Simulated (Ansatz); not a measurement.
Base system: SrTiO3 in the cubic perovskite structure (space group Pm-3m, No. 221; a = 3.891 Å). Axes: x, y, z lie along the cube axes.

Computed with Kohn–Sham DFT with the PBEsol functional, run in Ansatz (a program for electronic structure) with PAW and 420 eV plane waves, scalar-relativistic without spin-orbit coupling, earlier PAW set.

For the base:

The smallest direct gap comes out as 2.19 eV and the volume per atom is 11.79 Å³.

One thing is altered: uniaxial stress, 3 GPa tension along x, with the cell and atoms free to relax against it.

Q: Estimate the effect on the mean lateral Poisson ratio, smallest direct gap and volume per atom.

A: The mean lateral Poisson ratio is 0.22; the smallest direct gap drops by 0.02 eV (2.19 eV → 2.17 eV); the volume per atom increases by 0.067 Å³, from 11.79 Å³ to 11.85 Å³.

Load acts through the strain it causes; cell and atoms are relaxed under it. Beyond what the load breaks, stability against distortions was not tested. All final runs are without spin polarisation. Many cubic perovskites are stable only at high temperature; tilts and polar distortions were not tested.
